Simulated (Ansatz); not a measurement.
# monolayer SnSe: band-edge transport data

Data:

```
SnSe
1.0
    4.50696     0.00000     0.00000
    0.00000     4.61223     0.00000
    0.00000     0.00000    19.02253
Sn Se
2 2
Cartesian
  3.38022   4.09186  10.87864
  1.12674   1.78574   8.14389
  1.12674   2.24812  10.81340
  3.38022  -0.05800   8.20913
```

Method: PBE, rigid bands (plane waves, PAW, scalar-relativistic; Ansatz, a first-principles code). Condition of this run: biaxial strain +5 %. Cell: cell and atoms relaxed with PBE, then loaded as said.

| Item | Result |
|---|---|
| band gap | 1.33 eV |
| electron conductivity mass (300 K, dilute) | 0.33 (x), 0.22 (y) mₑ |
| effective density of states N_c (300 K) | 6.0e12 cm⁻² |
| Seebeck coefficient, n-type 1.9e12 cm⁻², 300 K | -270 μV/K |

Rigid bands; masses and Seebeck coefficients take one relaxation time τ for all states and one kind of carrier; polarons and phonon drag are left out. Spin-orbit coupling is left out.
